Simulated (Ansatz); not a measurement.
Ansatz (an electronic-structure program), DFT, PBE, plane waves, its default PAW files, spin-polarised: bcc Fe, 1 atom, spin-polarised from a ferromagnetic start (3 μB on Fe). Basis and mesh were picked for this test and aren't claimed converged.

| Quantity | Value |
|---|---|
| cell | 2.48, 2.48, 2.48 Å; 109.5, 109.5, 109.5° |
| task | single point |
| k mesh | 20×20×20 |
| hamiltonian.xc | pbe |
| kind of files | paw |
| scf.occupations.method | fermi_dirac |
| scf.occupations.width | 0.1 eV |
| output.forces | true |
| magnetization.spin_polarized | true |
| memory maximum (--max-ram) | 200GiB |
| accuracy | medium (default) |
| basis.precision | auto (default) |
| basis.xc_grid | 2 (default) |
| scf.eigensolver.kind | auto (default) |
| scf.convergence.dr2_threshold | 1e-07 (default) |
| scf.lower_state_search | light (default) |
| k-points after symmetry (for each spin) | 256 |
| bands at the start | 14 |
| electrons | 16 |
| plane waves at Γ | 225 |
| cutoff (eV) | 420 |
| FFT grid | 18×18×18 |
| symmetry operations | 48 |

Settings of this run: scf.mixing.algorithm = anderson, scf.mixing.preconditioner = auto, scf.mixing.ndim = 1, scf.algorithm = auto; 8 threads.

| iteration | dr2 (eV) | Hψ |
|---|---|---|
| 1 | 1.49e0 | 33644 |
| 2 | 3.66e-2 | 17973 |
| 3 | 3.27e-3 | 15034 |
| 4 | 4.02e-3 | 14040 |
| 5 | 3.06e-3 | 13646 |
| 6 | 2.56e-3 | 11661 |
| 7 | 1.88e-3 | 10177 |
| 8 | 1.33e-3 | 9075 |
| 9 | 9.05e-4 | 8703 |
| 10 | 5.98e-4 | 8421 |
| 11 | 3.85e-4 | 7779 |
| 12 | 2.45e-4 | 7422 |
| 13 | 1.45e-4 | 7427 |
| 14 | 9.41e-5 | 7311 |
| 15 | 5.64e-5 | 7218 |
| 16 | 3.41e-5 | 7201 |
| 17 | 2.04e-5 | 7213 |
| 18 | 1.22e-5 | 7192 |
| 19 | 7.20e-6 | 7208 |
| 20 | 4.24e-6 | 7176 |
| 21 | 2.49e-6 | 7184 |
| 22 | 1.46e-6 | 7168 |
| 23 | 8.53e-7 | 7168 |
| 24 | 4.97e-7 | 7168 |
| 25 | 2.89e-7 | 7168 |
| 26 | 1.68e-7 | 7168 |
| 27 | 9.75e-8 | 7176 |
| 28 | 5.65e-8 | 7168 |
| 29 | 3.27e-8 | 7168 |
| 30 | 1.89e-8 | 7184 |
| 31 | 1.10e-8 | 7168 |
| 32 | 6.33e-9 | 7168 |
| 33 | 3.66e-9 | 7168 |
| 34 | 1.96e-8 | 16510 |

It converged after 34 SCF iterations.

### Question
Which change of one setting makes this cycle converge in far fewer steps?

### Answer
This is not unique; one that fits is scf.mixing.ndim = 16 (12 SCF iterations) or scf.mixing.ndim = not set (13 SCF iterations) or scf.mixing.ndim = 4 (13 SCF iterations), all else kept; the first takes 1.2 s against 2.2 s on an otherwise empty node (Arm Neoverse V2). With more settings changed, the fewest of all runs of this system: scf.mixing.algorithm = auto (default), scf.mixing.ndim = not set, scf.algorithm = direct_min (7). In that run the program took: scf.mixing.preconditioner none, scf.eigensolver.kind band_cg, --slots 8, --kpoint-pools 1. The first change moves the result by: energy under 0.001 meV/atom, magnetization under 0.001 μB/atom, absolute magnetization under 0.001 μB/atom.

Keys are those of Ansatz 0.2.
